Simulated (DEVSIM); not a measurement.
System: abrupt Si n-p junction, at 300 K.

Layer 1 from the left is Si, thickness (μm) 0.110, Nd (cm⁻³) 2.5e17, τn (s) 0.00045, τp (s) 0.00045. Layer 2 from the left is Si, thickness (μm) 4.40, Na (cm⁻³) 1.6e17, τn (s) 0.00045, τp (s) 0.00045.

Left contact: ohmic. Right contact: ohmic. Voltage is applied to the left contact. Recombination: SRH at mid-gap, radiative, Auger. Mobility is μmin + (μ − μmin)/(1 + (N/Nref)^α).

This is a model device: material constants are rounded textbook-type values typed into the input, and sizes, dopings and lifetimes were drawn at random. Values at 300 K.

Si: gap (eV) 1.124, affinity (eV) 4.05, permittivity 11.7, Nc (cm⁻³) 2.86e19, Nv (cm⁻³) 3.1e19, μn (cm²/Vs) 1417, μp (cm²/Vs) 470, μn,min 52, μp,min 45, Nref,n 9.7e16, Nref,p 2.2e17, αn 0.68, αp 0.72, B (cm³/s) 4.7e-15, Cn (cm⁶/s) 2.8e-31, Cp (cm⁶/s) 9.9e-32.

DEVSIM, 1D drift-diffusion, Boltzmann statistics, complete ionisation; no tunnelling, impact ionisation, image-force lowering or self-heating.

Dark forward current:

```
|V| (V)  |J| (A/cm²)
-------  -----------
0.05       4.270e-10
0.10        3.314e-9
0.15        2.291e-8
0.20        1.560e-7
0.25        1.060e-6
0.30        7.196e-6
0.35        4.883e-5
0.40       0.0003312
0.45        0.002244
0.50         0.01520
0.55          0.1027
0.60          0.6928
0.65           4.629
0.70           29.51
0.75           153.6
0.80           518.5
0.85            1186
0.90            2169
```

Question: Work out the local ideality factor n = ΔV / (kT/q · ln(J2/J1)) between the rows 0.15 and 0.20 V, 0.85 and 0.90 V.

Answer: kT/q = 25.85 mV. From 0.15 to 0.20 V: ln(1.560e-7/2.291e-8) = 1.918, n = 1.01, near the 1 of diffusion or emission over a barrier. From 0.85 to 0.90 V: ln(2169/1186) = 0.604, n = 3.20.

Question: Estimate the current at 0.40 V from the Shockley equation with J0 = Σ q ni² D/(N L) coth(W/L), τ joining the SRH, radiative and Auger lifetimes that are on, and W taken as the whole layer.

Answer: ni² = 1.16e20 cm⁻⁶; holes in the n layer: μ = 248 cm²/Vs, D = 6.40 cm²/s, τ = 4.79e-5 s, L = 175 μm, W/L = 0.00063, term 4.32e-11 A/cm²; electrons in the p layer: μ = 619 cm²/Vs, D = 16.0 cm²/s, τ = 0.000182 s, L = 539 μm, W/L = 0.0082, term 4.22e-12 A/cm². J0 = 4.74e-11 A/cm², and J = J0 exp(qV/kT) = 0.000249 A/cm². The simulation gives 0.000331 A/cm²; the estimate lies 25 % below. The estimate leaves out recombination in the depletion region and that region's share of W.
